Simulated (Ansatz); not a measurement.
The parent structure is ZnS in the zinc blende structure (space group F-43m, No. 216).

```
ZnS
1.0
    0.00000     2.67832     2.67832
    2.67832     0.00000     2.67832
    2.67832     2.67832     0.00000
Zn S
1 1
Direct
  0.00000   0.00000   0.00000
  0.25000   0.25000   0.25000
```

Method: DFT with PBEsol, PAW potentials and a 420 eV plane-wave cutoff in Ansatz (an electronic-structure program), no spin-orbit coupling.

For the base:

| Item | Result |
|---|---|
| Valley order | Γ 2.09 eV; X along ⟨100⟩ 3.17 eV; L along ⟨111⟩ 3.24 eV |

Modification: cell and atoms relaxed at a pressure of 22.5 GPa.

Problem. How does this affect the valley order?

Solution. The valley order (the lowest conduction-band minima on the path, energy above the VBM, named in the base's zone) changes from Γ 2.09 eV; X along ⟨100⟩ 3.17 eV; L along ⟨111⟩ 3.24 eV to X along ⟨100⟩ 2.67 eV; Γ 2.93 eV; L along ⟨111⟩ 3.53 eV.

The levels and masses belong to the bands next to the band gap. Load acts through the strain it causes; cell and atoms are relaxed under it. No phonon test of stability was made. Measured, ZnS leaves this structure (for rock salt) near 14.7 GPa (temperature not stated; as listed in Datta, Sujoy, Jana, Debnarayan, arXiv (2020)), on rising pressure, with hysteresis.
